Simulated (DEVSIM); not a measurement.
Device: Cr/Al2O3/n-Ge capacitor, at 300 K.

Layer 1 from the left is Al2O3, thickness (nm) 4.20. Layer 2 from the left is Ge, thickness (nm) 2900, Nd (cm⁻³) 8.4e16.

Metal gate on the left, work function 4.5 eV. Fixed charge at the semiconductor interface 1.9e11 cm⁻² (in units of +e); no interface traps.

The device is made up for the run: typed textbook-type constants, with dimensions and the other settings drawn at random. Values at 300 K.

Al2O3: gap (eV) 6.8, affinity (eV) 1.35, permittivity 9. Ge: gap (eV) 0.664, affinity (eV) 4, permittivity 16, Nc (cm⁻³) 1.04e19, Nv (cm⁻³) 6e18.

### Question
Estimate by hand the flat-band voltage, the threshold voltage, and compare with a numerical solution.

### Answer

- Flat-band voltage: C = 1.90 μF/cm², work-function difference 0.375 V; VFB = φms − qNf/C = 0.36 V; numerical 0.36 V.
- Threshold voltage: φF = 0.215 V, depletion charge √(4εqNφF) = 1.28e-7 C/cm²; VT = VFB − 2φF − Qd/C = -0.14 V; numerical -0.14 V.

DEVSIM, 1D Poisson equation in equilibrium, Boltzmann statistics, complete ionisation; no quantum confinement or tunnelling. Metal contacts follow the ideal Schottky-Mott rule: no Fermi-level pinning, no interface dipoles.
